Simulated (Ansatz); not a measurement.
The starting structures come from a database of crystals and need not be the phases stable at ambient conditions.

 Where the default PAW files enter, the runs use the earlier of Ansatz's two default sets.

By LDA and PBEsol, the system below comes out a metal.

Input:

```xyz
1
Lattice="2.9056 0.0000 0.0000 -1.4528 2.5163 0.0000 1.4528 0.8388 2.3724" Properties=species:S:1:pos:R:3 pbc="T T T"
Ti     0.0000     0.0000     0.0000
```

Space group of this cell: Fm-3m, fcc (Cu type). The cell is taken as given; by PBEsol its mean pressure is -4.2 GPa.

The current runs along the normal of the first two printed vectors, the (111) plane. All runs by Ansatz (a first-principles code), plane waves and PAW, without spin-orbit coupling; the base is PBEsol.

| run | mean pressure (GPa) | G/A, both spins (10¹⁵ S/m²) |
|---|---|---|
| base | -4.2 | 1.42 |
| all lengths scaled by 0.98 | 2.6 | (withheld) |
| all lengths scaled by 1.02 | -9.5 | (withheld) |
| lda in place of pbesol | -8.5 | 1.45 |
| lengths across the current scaled by 0.98, ions clamped | 0.2 | 1.48 |
| lengths across the current scaled by 1.02, ions clamped | -7.9 | 1.32 |
| lengths along the current scaled by 0.97, ions clamped | -1.0 | 1.40 |
| lengths along the current scaled by 1.03, ions clamped | -7.0 | 1.40 |

### Question
What belongs in the gaps?

### Answer

- all lengths scaled by 0.98, G/A, both spins (10¹⁵ S/m²): 1.50
- all lengths scaled by 1.02, G/A, both spins (10¹⁵ S/m²): 1.35
